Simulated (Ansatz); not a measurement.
The reference is MgB$_{2}$ (space group I4/mmm, No. 139; a = 2.6829 Å, c = 8.3905 Å; a hypothetical phase, not in the database extracts checked).

(Cell as relaxed with PBE.)

Levels (all Ansatz, a quantum-chemistry and plane-wave program, PAW): PBE (420 eV, spin-orbit coupling left out); PBEsol (420 eV, scalar-relativistic without spin-orbit coupling).

Each level relaxes its own structure.

```json
[
 {"base": "volume per atom", "PBE": "10.07 Å³", "PBEsol": "9.88 Å³"},
 {"base": "lattice parameter a", "PBE": "2.683 Å", "PBEsol": "2.665 Å"},
 {"base": "band gap", "PBE": "zero", "PBEsol": "zero"}
]
```

Modification: hydrostatic tension (pressure −1 GPa).

```json
[
 {"quantity": "lattice parameter a", "PBE": "2.691 Å", "PBEsol": "2.673 Å"},
 {"quantity": "band gap", "PBE": "zero", "PBEsol": "zero"},
 {"quantity": "c/a ratio", "PBE": "3.128", "PBEsol": "3.133"}
]
```

PBE's lattice parameter a lies 0.018 Å above PBEsol's (0.7 %); PBE's c/a ratio lies 0.005 below PBEsol's; the two agree on the band gap. Neither level is exact; PBEsol is the comparison here, not a measurement.

Load acts through the strain it causes; cell and atoms are relaxed under it. Whether these cells are dynamically stable was not tested. All final runs are without spin polarisation.
